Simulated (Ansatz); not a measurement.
This concerns the formation energy of the neutral V_O in HfO2 (Pca2₁). Reaction: 1/2 Hf (hcp) + 63/2 HfO2 (Pca2₁) → cell A.

Cell A: a supercell of 96 sites of HfO2 (Pca2₁) with one empty O site amid 4 Hf; spin state with PBE: run without spin, k-point mesh 2×2×2.
```yaml
crystal:
  lattice:
    - [10.58722, 0.00000, 0.00000]
    - [0.00000, 10.13810, 0.00000]
    - [0.00000, 0.00000, 10.20223]
  atoms:
    - { symbol: Hf, position: [0.01634, 0.13289, 0.11967] }
    - { symbol: Hf, position: [0.48382, 0.36734, 0.36999] }
    - { symbol: Hf, position: [0.23404, 0.13265, 0.37032] }
    - { symbol: Hf, position: [0.26648, 0.36604, 0.11906] }
    - { symbol: O, position: [0.18250, 0.03310, 0.19194] }
    - { symbol: O, position: [0.31879, 0.46949, 0.44497] }
    - { symbol: O, position: [0.06824, 0.03248, 0.44213] }
    - { symbol: O, position: [0.43215, 0.46626, 0.19153] }
    - { symbol: O, position: [0.36437, 0.23160, 0.24536] }
    - { symbol: O, position: [0.13570, 0.26858, 0.49461] }
    - { symbol: O, position: [0.38483, 0.23130, 0.49478] }
    - { symbol: O, position: [0.11463, 0.26780, 0.24509] }
    - { symbol: Hf, position: [0.01684, 0.13319, 0.62022] }
    - { symbol: Hf, position: [0.48362, 0.36719, 0.86993] }
    - { symbol: Hf, position: [0.23392, 0.13217, 0.86944] }
    - { symbol: Hf, position: [0.26664, 0.36692, 0.62098] }
    - { symbol: O, position: [0.18386, 0.03526, 0.69011] }
    - { symbol: O, position: [0.31707, 0.46599, 0.94099] }
    - { symbol: O, position: [0.06722, 0.03386, 0.94111] }
    - { symbol: O, position: [0.43293, 0.46627, 0.69157] }
    - { symbol: O, position: [0.36499, 0.23182, 0.74522] }
    - { symbol: O, position: [0.13540, 0.26823, 0.99466] }
    - { symbol: O, position: [0.38555, 0.23094, 0.99497] }
    - { symbol: O, position: [0.11465, 0.26881, 0.74496] }
    - { symbol: Hf, position: [0.01587, 0.63331, 0.11948] }
    - { symbol: Hf, position: [0.48541, 0.86575, 0.37430] }
    - { symbol: Hf, position: [0.23182, 0.63099, 0.36871] }
    - { symbol: Hf, position: [0.26753, 0.86657, 0.12203] }
    - { symbol: O, position: [0.18265, 0.53337, 0.18999] }
    - { symbol: O, position: [0.31835, 0.96313, 0.44036] }
    - { symbol: O, position: [0.06584, 0.53280, 0.44174] }
    - { symbol: O, position: [0.43232, 0.96561, 0.19050] }
    - { symbol: O, position: [0.36592, 0.73127, 0.25202] }
    - { symbol: O, position: [0.14046, 0.76538, 0.49549] }
    - { symbol: O, position: [0.11427, 0.76833, 0.24495] }
    - { symbol: Hf, position: [0.01689, 0.63307, 0.62029] }
    - { symbol: Hf, position: [0.48406, 0.86757, 0.87021] }
    - { symbol: Hf, position: [0.23301, 0.63320, 0.86966] }
    - { symbol: Hf, position: [0.26859, 0.86681, 0.61803] }
    - { symbol: O, position: [0.18165, 0.53283, 0.69274] }
    - { symbol: O, position: [0.31688, 0.96500, 0.94139] }
    - { symbol: O, position: [0.06737, 0.53427, 0.94107] }
    - { symbol: O, position: [0.43284, 0.96775, 0.69352] }
    - { symbol: O, position: [0.36507, 0.72870, 0.73822] }
    - { symbol: O, position: [0.13553, 0.76874, 0.99539] }
    - { symbol: O, position: [0.38511, 0.73064, 0.99516] }
    - { symbol: O, position: [0.11485, 0.76864, 0.74523] }
    - { symbol: Hf, position: [0.51613, 0.13227, 0.12054] }
    - { symbol: Hf, position: [0.98305, 0.36617, 0.36964] }
    - { symbol: Hf, position: [0.73321, 0.13372, 0.37035] }
    - { symbol: Hf, position: [0.76612, 0.36661, 0.11961] }
    - { symbol: O, position: [0.68286, 0.03406, 0.19187] }
    - { symbol: O, position: [0.81594, 0.46619, 0.44106] }
    - { symbol: O, position: [0.56742, 0.03547, 0.44260] }
    - { symbol: O, position: [0.93274, 0.46589, 0.19107] }
    - { symbol: O, position: [0.86432, 0.23121, 0.24467] }
    - { symbol: O, position: [0.63469, 0.27088, 0.49491] }
    - { symbol: O, position: [0.88516, 0.23126, 0.49495] }
    - { symbol: O, position: [0.61428, 0.26873, 0.24512] }
    - { symbol: Hf, position: [0.51665, 0.13396, 0.62056] }
    - { symbol: Hf, position: [0.98377, 0.36685, 0.86979] }
    - { symbol: Hf, position: [0.73431, 0.13334, 0.87011] }
    - { symbol: Hf, position: [0.76612, 0.36770, 0.62037] }
    - { symbol: O, position: [0.68312, 0.03441, 0.69144] }
    - { symbol: O, position: [0.81703, 0.46619, 0.94094] }
    - { symbol: O, position: [0.56755, 0.03316, 0.94173] }
    - { symbol: O, position: [0.93227, 0.46666, 0.69158] }
    - { symbol: O, position: [0.86494, 0.23164, 0.74502] }
    - { symbol: O, position: [0.63555, 0.26805, 0.99494] }
    - { symbol: O, position: [0.88558, 0.23157, 0.99487] }
    - { symbol: O, position: [0.61516, 0.26919, 0.74513] }
    - { symbol: Hf, position: [0.51688, 0.63306, 0.12091] }
    - { symbol: Hf, position: [0.98350, 0.86722, 0.36913] }
    - { symbol: Hf, position: [0.73319, 0.63342, 0.36979] }
    - { symbol: Hf, position: [0.76564, 0.86674, 0.12007] }
    - { symbol: O, position: [0.68262, 0.53354, 0.19176] }
    - { symbol: O, position: [0.81712, 0.96627, 0.44125] }
    - { symbol: O, position: [0.56374, 0.53774, 0.43909] }
    - { symbol: O, position: [0.93260, 0.96602, 0.19192] }
    - { symbol: O, position: [0.86441, 0.73115, 0.24483] }
    - { symbol: O, position: [0.63384, 0.76966, 0.49471] }
    - { symbol: O, position: [0.88630, 0.73217, 0.49489] }
    - { symbol: O, position: [0.61534, 0.76867, 0.24454] }
    - { symbol: Hf, position: [0.51372, 0.63573, 0.61886] }
    - { symbol: Hf, position: [0.98398, 0.86643, 0.87013] }
    - { symbol: Hf, position: [0.73314, 0.63306, 0.86907] }
    - { symbol: Hf, position: [0.76668, 0.86729, 0.62016] }
    - { symbol: O, position: [0.68231, 0.53560, 0.68949] }
    - { symbol: O, position: [0.81738, 0.96635, 0.94184] }
    - { symbol: O, position: [0.56752, 0.53361, 0.94216] }
    - { symbol: O, position: [0.93287, 0.96630, 0.69159] }
    - { symbol: O, position: [0.86467, 0.73164, 0.74475] }
    - { symbol: O, position: [0.63523, 0.76847, 0.99460] }
    - { symbol: O, position: [0.88510, 0.73129, 0.99476] }
    - { symbol: O, position: [0.61432, 0.76940, 0.74464] }
```

Reference: Hf (hcp, P6₃/mmc), 2 atoms in the cell, k-point mesh 24×24×12 on the run's own vectors. Conventional cell: a = 3.2045 Å, b = 3.2045 Å, c = 5.0723 Å, α = 90.00°, β = 90.00°, γ = 120.00°.

Reference: HfO2 (Pca2₁), 96 atoms in the cell, the relaxed perfect crystal repeated, atoms not moved again, k-point mesh 2×2×2 on the run's own vectors.

All numbers come from Ansatz (a first-principles code), plane waves with PAW, its default PAW set, cutoff 500 eV. The structures are at rest with PBE, within the held lattices; other levels are single points on them. Neutral cells; Fermi-Dirac smearing of at most 0.10 eV in the solids, energies taken to zero width. The lattices are those relaxed with PBE, so at other levels the solids can be strained. Larger cells are relaxed from a start prepared with the learned potential CHGNet till forces fall under 0.03 eV/Å, which some starts already meet. A dispersion term (D3(BJ), or D4 for r2SCAN) was computed beside these levels and is taken off wherever the name lacks it. The PAW files were made for PBE and serve at the other functionals too. Space groups of crystals are read within 0.01 Å. No zero-point or thermal terms. No structure search was made; lower ones may exist. The runs are scalar-relativistic, without spin-orbit coupling. No correction for cell size. Mesh and cell size may move defect energies by 0.1 eV or more. The value holds for the reservoirs listed; other chemical potentials shift it.

Q: Predict the value from r2SCAN.

A: 0.99 eV, for 1/2 Hf (hcp) + 63/2 HfO2 (Pca2₁) → cell A.
